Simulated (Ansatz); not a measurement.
## SnO2: response to strain

The parent structure is SnO2 in the rutile structure (space group P4_2/mnm, No. 136; a = 4.760 Å, c = 3.201 Å). Axes: x, y, z lie along a, b, c of the conventional cell.

Strains are applied to the cell and any free atomic positions relax; under stress the whole cell relaxes.

Calculations: plane-wave PAW DFT at the r2SCAN level (Ansatz, a quantum-chemistry and plane-wave program, 500 eV), without spin-orbit coupling.

Notes on the quantities. pressure: mean of the normal stresses, compression positive; energy relative to the base: free energy F.

```json
[
 {"change": "base", "pressure": "0.00 GPa", "band gap": "1.77 eV", "energy relative to the base": "0 meV/atom"},
 {"change": "isotropic strain +4.99 %", "pressure": "-21.47 GPa", "band gap": "0.28 eV", "energy relative to the base": "+148 meV/atom"},
 {"change": "uniaxial strain ε_xx = +0.97 %", "pressure": "-1.82 GPa", "band gap": "1.67 eV", "energy relative to the base": "+0.9 meV/atom"},
 {"change": "uniaxial strain ε_yy = −0.26 %", "pressure": "0.51 GPa", "band gap": "1.79 eV", "energy relative to the base": "+0.1 meV/atom"},
 {"change": "uniaxial strain ε_yy = +3.60 %", "pressure": "[?]", "band gap": "[?]", "energy relative to the base": "[?]"},
 {"change": "uniaxial stress, 5 GPa compression along z", "pressure": "–", "band gap": "1.87 eV", "energy relative to the base": "+2.7 meV/atom"},
 {"change": "tensor shear ε_xy = +0.89 %", "pressure": "0.09 GPa", "band gap": "1.77 eV", "energy relative to the base": "+2.4 meV/atom"}
]
```

Some entries are withheld; estimate them.


- uniaxial strain ε_yy = +3.60 %, pressure: -6.24 GPa
- uniaxial strain ε_yy = +3.60 %, band gap: 1.44 eV
- uniaxial strain ε_yy = +3.60 %, energy relative to the base: +12 meV/atom

Beyond what the load breaks, stability against distortions was not tested. A zero or small gap of SnO2 under isotropic strain +4.99 % can be the functional's error rather than a property of the material.
